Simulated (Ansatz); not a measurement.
System: Sn-vacancy pair (Sn on one host Ru site, one Ru site vacant) in hcp Ru (neutral cell). The step: Sn and the vacancy change places (Sn-vacancy distance between ideal sites 2.66 Å throughout); the atom moves 2.29 Å along (-0.58, -0.29, 0.43) of the unit cell; the moving atom starts with neighbours 2 Ru at 2.67, 2 Ru at 2.71, 2 Ru at 2.78, Ru at 2.79, 4 Ru at 2.86 Å and ends with 2 Ru at 2.67, 2 Ru at 2.71, 2 Ru at 2.78, Ru at 2.79, 4 Ru at 2.86 Å. DFT values are from Ansatz (plane-wave PAW, 420 eV unless said) in a cell of 36 host sites, spin-restricted, static, with no finite-size correction. Forms of the defect that were not tried may lie lower. For the PBE band: the program found a first-order saddle point.

```
Level                                                                                   Forward barrier (eV)  Cost of the band or of the saddle's single point
--------------------------------------------------------------------------------------  --------------------  ------------------------------------------------
CHGNet universal potential (has no charge state), its own band                                          0.30                                                 -
PBE, a 2×2×2 k-point mesh shifted by half a step along c, band relaxed                                  0.72                    around 70 core-minutes (rough)
PBE, a 4×4×4 k-point mesh shifted by half a step along c, same geometries                               0.73                      very roughly 10 core-minutes
r2SCAN at 500 eV, a 2×2×2 k-point mesh shifted by half a step along c, same geometries                  0.73                     around 4 core-minutes (rough)
```

Ansatz is a quantum-chemistry and plane-wave program.
